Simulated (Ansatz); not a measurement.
## Effective masses and thermopower of AlAs (F-43m)

Consider the following.

```xyz
2
Lattice="0.0000 2.8640 2.8640 2.8640 0.0000 2.8640 2.8640 2.8640 0.0000" Properties=species:S:1:pos:R:3 pbc="T T T"
Al     0.0000     0.0000     0.0000
As     4.2961     4.2961     4.2961
```

Calculation: PBE with spin-orbit coupling, rigid bands (plane waves, PAW; Ansatz, an electronic-structure program). Condition of this run: functional PBE, cell relaxed with it. Geometry: cell and atoms relaxed with PBE.

The band gap comes out as 1.41 eV and the electron conductivity mass (300 K, dilute) comes out as 0.34 mₑ. The hole conductivity mass (300 K, dilute) is 0.61 mₑ and the effective density of states N_c (300 K) is 1.8e19 cm⁻³. The effective density of states N_v (300 K) comes out as 2.5e19 cm⁻³. The density-of-states mass, electrons comes out as 0.81 mₑ and the density-of-states mass, holes is 1.00 mₑ. The Seebeck coefficient, n-type 1e19 cm⁻³, 300 K is -269 μV/K, the best n-type power factor at 300 K for τ = 10 fs (best axis; densities from 1e16 to 1e21 cm⁻³ tried, whether or not they can be reached) is 8.4 μW/(cm·K²) at 1e20 cm⁻³ and the Seebeck coefficient, p-type 1e19 cm⁻³, 300 K is 304 μV/K.

Rigid bands; masses and Seebeck coefficients take one relaxation time τ for all states and one kind of carrier; polarons and phonon drag are left out.
